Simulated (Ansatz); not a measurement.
What each level gives and costs: WS₂ (P6_3/mmc, 6 atoms in the cell)

```
CELL_PARAMETERS angstrom
      3.18422     0.00000     0.00000
     -1.59211     2.75761     0.00000
      0.00000     0.00000    12.97828
ATOMIC_POSITIONS crystal
  W  0.33333 0.66667 0.25000
  W  0.66667 0.33333 0.75000
  S  0.33333 0.66667 0.62980
  S  0.66667 0.33333 0.37020
  S  0.66667 0.33333 0.12980
  S  0.33333 0.66667 0.87020
```

Program: Ansatz (a first-principles code), default PAW files made with PBE; each row names its functional.

Base settings: basis.ecutwfc = 420 eV; kpoints.mp_grid.grid = 7 7 1; hamiltonian.xc = hse06; hamiltonian.pseudopotentials = {kind: paw} (the program's default PAW files); scf.occupations.method = fixed.

Differences are taken from HSE06, a reference of convenience: it is no measurement, and no ranking of the functionals follows.

Core times come from one kind of shared machine and are given to one figure; runs under 30 s give none.

The starting cell comes from a database of computed structures (which also holds hypothetical and non-ambient phases and stackings), without a prior relaxation at this level. Spin polarisation is off. Ansatz's pressure includes its estimate of the finite-basis (Pulay) stress.

```
level   pressure less reference (GPa)  largest difference in the force on any atom (eV/Å)  core time / reference (rough)
------  -----------------------------  --------------------------------------------------  -----------------------------
PBEsol                          -0.38                                               0.164                              –
PBE0                            -0.02                                               0.015                              1
HSE06                            0.00                                               0.000                              1
```

Keys are those of Ansatz 0.2.
